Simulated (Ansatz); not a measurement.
Density of states of MoSe₂ (P6_3/mmc) above the conduction band minimum, PBEsol+D3BJ, rigid bands in Ansatz (a program for electronic structure); cell volume 111.4 Å³.

```csv
energy from edge (eV),10⁻³ states/eV/cell
0.006,114
0.031,258
0.056,353
0.081,433
0.106,512
0.131,583
0.156,651
0.181,723
0.206,794
0.231,866
0.256,940
0.281,1010
0.319,1130
0.344,1210
0.369,1300
0.394,1400
0.419,1510
0.444,1620
0.469,1760
0.494,1980
0.519,2040
0.544,2120
0.569,2200
0.594,2320
```

**Question.** What effective density of states at 300 K does this give (∫ g(E) exp(−E/k_BT) dE, both spins, divided by the cell's size)?

**Answer.** 4.9e19 cm⁻³, a density-of-states mass of 1.57 mₑ, valleys and band degeneracy included.

Spin-orbit coupling is left out. Geometry: cell and atoms relaxed with PBEsol+D3(BJ).
